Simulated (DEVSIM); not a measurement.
Structure: abrupt Si n-p junction, at 300 K.

Layer 1 from the left is Si, thickness (μm) 3.40, Nd (cm⁻³) 1.2e19, τn (s) 7.7e-6, τp (s) 7.7e-6. Layer 2 from the left is Si, thickness (μm) 160, Na (cm⁻³) 1.8e17, τn (s) 7.7e-6, τp (s) 7.7e-6.

Left contact: ohmic. Right contact: ohmic. Voltage is applied to the left contact. Recombination: SRH at mid-gap, radiative. Mobility is constant in doping.

This is a model device: material constants are rounded textbook-type values typed into the input, and sizes, dopings and lifetimes were drawn at random. Values at 300 K.

Si: gap (eV) 1.124, affinity (eV) 4.05, permittivity 11.7, Nc (cm⁻³) 2.86e19, Nv (cm⁻³) 3.1e19, μn (cm²/Vs) 1417, μp (cm²/Vs) 470, B (cm³/s) 4.7e-15.

Model (solved in DEVSIM): 1D drift-diffusion, Boltzmann statistics, complete ionisation; no tunnelling, impact ionisation, image-force lowering or self-heating.

Dark forward current:

```csv
|V| (V),|J| (A/cm²)
0.10,4.222e-10
0.15,1.306e-9
0.20,4.155e-9
0.25,1.494e-8
0.30,6.509e-8
0.35,3.445e-7
0.40,2.090e-6
0.45,1.364e-5
0.50,9.210e-5
0.55,0.0006307
0.60,0.004344
0.65,0.02998
0.70,0.2066
0.75,1.400
0.80,8.624
0.85,40.22
0.90,130.6
0.95,316.7
1.00,624.4
1.05,1069
1.10,1658
1.15,2396
```

**Question.** Work out the local ideality factor n = ΔV / (kT/q · ln(J2/J1)) between the rows 0.15 and 0.20 V, 0.60 and 0.65 V, 1.10 and 1.15 V.

**Answer.** kT/q = 25.85 mV. From 0.15 to 0.20 V: ln(4.155e-9/1.306e-9) = 1.157, n = 1.67. From 0.60 to 0.65 V: ln(0.02998/0.004344) = 1.932, n = 1.00, near the 1 of diffusion or emission over a barrier. From 1.10 to 1.15 V: ln(2396/1658) = 0.368, n = 5.25.

**Question.** Estimate the current at 0.55 V from the Shockley equation with J0 = Σ q ni² D/(N L) coth(W/L), τ joining the SRH, radiative and Auger lifetimes that are on, and W taken as the whole layer.

**Answer.** ni² = 1.16e20 cm⁻⁶; holes in the n layer: μ = 470 cm²/Vs, D = 12.1 cm²/s, τ = 5.37e-6 s, L = 80.8 μm, W/L = 0.042, term 5.53e-14 A/cm²; electrons in the p layer: μ = 1420 cm²/Vs, D = 36.6 cm²/s, τ = 7.65e-6 s, L = 167 μm, W/L = 0.96, term 3.04e-13 A/cm². J0 = 3.59e-13 A/cm², and J = J0 exp(qV/kT) = 0.000625 A/cm². The simulation gives 0.000631 A/cm², the same within the digits that matter. The estimate leaves out recombination in the depletion region and that region's share of W.
